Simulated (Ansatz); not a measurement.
The parent structure is SnTe in the rock salt structure (space group Fm-3m, No. 225; a = 6.3697 Å). Axes: x, y, z lie along the cube axes.

Computed with r2SCAN (Ansatz, an electronic-structure program; PAW; 500 eV plane waves; spin-orbit coupling left out).

Modification: an isotropic linear strain of −2.00 %, atoms relaxed at fixed cell.

Predict the stress tensor and what it implies for the stiffness.

Stress of the strained cell less that of the base (GPa, compression positive):
```
   3.04    0.00    0.00
   0.00    3.04    0.00
   0.00    0.00    3.04
```

Then B = −ΔP/(ΔV/V₀) with ΔV/V₀ = -0.0588 gives secant stiffness values (nonlinear terms included at this strain): B ≈ 52 GPa.

As a check, the harmonic strain energy −½ V₀ Δσ:ε is 18 meV/atom; the computed energy rise is 17 meV/atom.

Whether these cells are dynamically stable was not tested.
